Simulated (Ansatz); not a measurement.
The parent structure is ZnAu in the CsCl type structure (space group Pm-3m, No. 221; a = 3.129 Å).

The values are results of PBEsol in Ansatz (plane waves to 420 eV, PAW, no spin-orbit coupling), not measurements.

Before the change:

Volume per atom: 15.31 Å³

The change: cell and atoms relaxed at a pressure of 0.3 GPa.

Problem. What does the calculation give for the volume per atom after the change?

Solution. The volume per atom shrinks by 0.03 Å³ to 15.28 Å³.

Load acts through the strain it causes; cell and atoms are relaxed under it. No phonon test of stability was made.

Ansatz is a program for electronic structure.
